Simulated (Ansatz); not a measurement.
# TiB2, pressure series

The parent structure is TiB2 (space group P6/mmm, No. 191).

```yaml
crystal:
  lattice:
    - [2.99392, 0.00000, 0.00000]
    - [-1.49696, 2.59281, 0.00000]
    - [0.00000, 0.00000, 3.15953]
  atoms:
    - { symbol: Ti, position: [0.00000, 0.00000, 0.00000] }
    - { symbol: B, position: [0.66667, 0.33333, 0.50000] }
    - { symbol: B, position: [0.33333, 0.66667, 0.50000] }
```

Cell and atoms are relaxed at each pressure.

Method: LDA/PAW in Ansatz (a program for electronic structure), no SOC.

```
variant            shortest interatomic distance  c/a ratio
-----------------  -----------------------------  ---------
base                                     1.729 Å      1.055
pressure −2 GPa                                ?      1.056
pressure −1 GPa                          1.730 Å      1.056
pressure 0.9 GPa                         1.727 Å      1.055
pressure 2.1 GPa                         1.725 Å      1.054
pressure 4.5 GPa                         1.721 Å      1.053
pressure 9 GPa                           1.713 Å      1.051
pressure 15 GPa                          1.704 Å      1.049
pressure 22.5 GPa                        1.693 Å      1.046
pressure 30 GPa                          1.683 Å      1.043
```

Problem. Fill in the withheld entries from the trend.

Solution. 
- pressure −2 GPa, shortest interatomic distance: 1.732 Å

A case with no gap was solved on a k-mesh chosen for an insulator, which is coarse for it. Load acts through the strain it causes; cell and atoms are relaxed under it. Stability against distortions was not tested. Competing high-pressure phases were not computed. The final runs are not spin-polarised.
